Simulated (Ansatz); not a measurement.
The starting structures come from a database of crystals and need not be the phases stable at ambient conditions.

 Where the default PAW files enter, the runs use the earlier of Ansatz's two default sets.

By PBEsol, the system below comes out a metal.

A figure of merit of an interconnect metal is its ballistic conductance per area.

Data:

```
CELL_PARAMETERS angstrom
      5.47632     0.00000     0.00000
      0.00000     7.85042     0.00000
      0.00000    -3.92521     6.79866
ATOMIC_POSITIONS crystal
  Hf 0.25000 0.74697 0.00000
  Hf 0.75000 0.25303 0.00000
  Hf 0.75000 0.00000 0.25303
  Hf 0.25000 0.00000 0.74697
  Hf 0.25000 0.25303 0.25303
  Hf 0.75000 0.74697 0.74697
  Hf 0.50000 0.66667 0.33333
  Hf 0.50000 0.33333 0.66667
  Hf 0.00000 0.33333 0.66667
  Hf 0.00000 0.66667 0.33333
  Si 0.25000 0.00000 0.39070
  Si 0.75000 0.00000 0.60930
  Si 0.75000 0.39070 0.39070
  Si 0.25000 0.60930 0.60930
  Si 0.25000 0.39070 0.00000
  Si 0.75000 0.60930 0.00000
```

Space group of this cell: P6_3/mcm. The cell is taken as given; by PBEsol its mean pressure is -2.1 GPa.

The current flows along the normal of the first two printed cell vectors, the (100) plane of the conventional cell. No spin-orbit coupling; the value is a mean over 0.1 eV about the Fermi level.

Task: Give the ballistic conductance per area that Ansatz (a first-principles code) with PBEsol yields.

Result: 0.27 × 10¹⁵ S/m² for both spins.
